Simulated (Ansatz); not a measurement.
**A computed series for Ga2O3: response to strain**

The reference is Ga$_{2}$O$_{3}$ in the corundum structure (space group R-3c, No. 167; a = 5.0577 Å, c = 13.6230 Å (hexagonal axes)). Axes: x lies along a and z along c of the hexagonal cell.

Strains are applied to the cell and any free atomic positions relax; under biaxial strain the out-of-plane vector relaxes too.

Calculations: PBE/PAW in Ansatz (a program for electronic structure), no spin-orbit coupling.

Candidates:
(a) biaxial strain −0.75 %, plane normal [001], relaxed out of plane
(b) biaxial strain −1.50 %, plane normal [001], relaxed out of plane
(c) biaxial strain −2.25 %, plane normal [001], relaxed out of plane

Base values:

* **Band gap**: 2.40 eV

Q: Order them by band gap, highest first.

A: (c) biaxial strain −2.25 %, plane normal [001], relaxed out of plane (2.70 eV), (b) biaxial strain −1.50 %, plane normal [001], relaxed out of plane (2.61 eV), (a) biaxial strain −0.75 %, plane normal [001], relaxed out of plane (2.51 eV)

Whether these cells are dynamically stable was not tested.
